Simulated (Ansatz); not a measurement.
```yaml
crystal:
  lattice:
    - [3.86744, 0.00038, 0.09099]
    - [0.00126, 3.86677, -0.10076]
    - [1.03864, 0.80484, 31.47493]
  atoms:
    - { symbol: Si, position: [0.99450, 0.77108, 0.09956] }
    - { symbol: Si, position: [0.51433, 0.76977, 0.05650] }
    - { symbol: Si, position: [0.45432, 0.27200, 0.18665] }
    - { symbol: Si, position: [0.97427, 0.27127, 0.14335] }
    - { symbol: Si, position: [0.91412, 0.77320, 0.27346] }
    - { symbol: Si, position: [0.43414, 0.77223, 0.23004] }
    - { symbol: Si, position: [0.37422, 0.27432, 0.36027] }
    - { symbol: Si, position: [0.89421, 0.27333, 0.31689] }
    - { symbol: Si, position: [0.83388, 0.78300, 0.44715] }
    - { symbol: Si, position: [0.35388, 0.77396, 0.40374] }
    - { symbol: Si, position: [0.30050, 0.19400, 0.53072] }
    - { symbol: Si, position: [0.81840, 0.28347, 0.49133] }
    - { symbol: Ba, position: [0.69952, 0.26486, 0.67517] }
    - { symbol: Ti, position: [0.21281, 0.76188, 0.60177] }
    - { symbol: O, position: [0.21459, 0.76683, 0.65989] }
    - { symbol: O, position: [0.26216, 0.27048, 0.58411] }
    - { symbol: O, position: [0.75040, 0.76883, 0.59863] }
    - { symbol: Ba, position: [0.63502, 0.26735, 0.81865] }
    - { symbol: Ti, position: [0.16743, 0.76668, 0.74807] }
    - { symbol: O, position: [0.14129, 0.76716, 0.80518] }
    - { symbol: O, position: [0.17217, 0.26654, 0.73747] }
    - { symbol: O, position: [0.67214, 0.76638, 0.73810] }
    - { symbol: Ba, position: [0.56772, 0.26856, 0.96378] }
    - { symbol: Ti, position: [0.10107, 0.76799, 0.89168] }
    - { symbol: O, position: [0.07461, 0.76825, 0.94871] }
    - { symbol: O, position: [0.10604, 0.26784, 0.88189] }
    - { symbol: O, position: [0.60608, 0.76779, 0.88146] }
```

The first 12 atoms are the substrate (Si), the rest the film (BaTiO3-t).

Methods: PBE (plane waves to 420 eV, PAW; Ansatz, a program for electronic structure); HSE06 (plane waves to 420 eV, PAW; Ansatz). Geometries and values that name no level are of the first. Spin–orbit coupling is left out; PBE gaps are too small against experiment. Its k-point mesh 6×6×1, Fermi–Dirac width 0.05 eV. HSE06 ran on meshes of its own (6×6×6, 4×4×4); its edges and gaps are taken over the mesh and over extra points off it, mostly where PBE has its edges.

Task: Describe the bonding at the interfaces and give the band alignment.

Result: A periodic stack without vacuum, tetragonal BaTiO3 (0 0 1) on silicon (0 0 1) (film strained to the substrate, started from cuts of the bulks and a machine-learned relaxation; metallic at this level, with no gap by band count): substrate slab Si12, film Ba3Ti3O9, surface cells [[1, 0], [1, 1]] and [[0, 1], [-1, 0]], film strained by -3.0 and -3.0 %, outermost planes Si/Si and OTi/BaO as cut, which need not be the usual terminations and can put a slab off its formula.
```
Quantity                                                                                                                                                                                 Result
-----------------------------------------------------------------------------------------------------------------------------  ----------------------------------------------------------------
interface area                                                                                                                                                                          15.0 Å²
period                                                                                                                                                                                  31.45 Å
gaps between the outermost planes at the two interfaces                                                                                                                         1.68 and 2.92 Å
Ba–Si contacts across the interfaces within 1.22 times the sum of covalent radii                                                                                                 2, mean 3.50 Å
Si–Ti contacts across the interfaces within 1.22 times the sum of covalent radii                                                                                                 2, mean 2.97 Å
O–Si contacts across the interfaces within 1.22 times the sum of covalent radii                                                                                                  1, mean 1.71 Å
PBE gap of the stack on the mesh, by band count                                                                                none or nearly none, so that the stack is metallic at this level
two interfaces                                                                                                                                           unlike, so that offsets are their mean
Fermi level over the substrate's valence edge (PBE)                                                                                                                                    +0.04 eV
valence offset, film less substrate (PBE, at the middle of a substrate layer that carries a field)                                                                                     -1.85 eV
conduction offset (PBE, at the middle of a substrate layer that carries a field)                                                                                                       -0.55 eV
valence offset, film less substrate (HSE06 edges on the PBE line-up, at the middle of a substrate layer that carries a field)                                                          -2.53 eV
conduction offset (HSE06 edges on the PBE line-up, at the middle of a substrate layer that carries a field)                                                                            -0.28 eV
spin-polarised check at this geometry                                                                                                                                   falls back to no moment
slope of the mean potential energy in the substrate                                                                                                                              -6.9 MV/cm × e
levels of the stack inside the substrate's PBE gap at the listed points (of the film's bands or of the interfaces)                                                                            4
```
